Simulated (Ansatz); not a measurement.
## Effect of biaxial strain −0.17 %, plane normal [001], relaxed out of plane on CsSnI3

The parent structure is CsSnI3 in the cubic perovskite structure (space group Pm-3m, No. 221; a = 6.224 Å). Axes: x, y, z lie along the cube axes.

Modification: compressive biaxial strain of 0.17 % in the plane normal to [001], as in epitaxy on a mismatched substrate; the out-of-plane cell vector and the atoms relax.

All numbers come from r2SCAN/PAW in Ansatz (a first-principles code), spin-orbit coupling left out. k-mesh 6×6×6 (Γ-centred); smearing 0.05 eV (Fermi–Dirac).

- Volume per atom: 48.10 Å³ (base 48.23 Å³)
- Space group: P4/mmm (No. 123) (base Pm-3m (No. 221))
- Energy relative to the base (free energy F): 0.0 meV/atom
- Band gap: 0.44 eV (base 0.46 eV)
- Gap character: direct at A
- Hole mass: 0.041 mₑ (at R) (base 0.042 mₑ (at R))
- Out-of-plane strain: +0.07 %
- Mean in-plane stress (compression positive): +0.1 GPa

Final structure (turned so that z lies along the plane normal):

```
CELL_PARAMETERS angstrom
      6.21386     0.00000     0.00000
      0.00000     6.21386     0.00000
      0.00000     0.00000     6.22861
ATOMIC_POSITIONS crystal
  Cs 0.00000 0.00000 0.00000
  Sn 0.50000 0.50000 0.50000
  I  0.00000 0.50000 0.50000
  I  0.50000 0.50000 0.00000
  I  0.50000 0.00000 0.50000
```

Spin-orbit coupling, missing from the scalar runs, can matter with I. Effective masses come from finite differences of ±0.01 Å⁻¹. Stability against distortions was not tested. Many cubic perovskites are stable only at high temperature; tilts and polar distortions were not tested. Labels are those of the standard path for the cell's own space group.
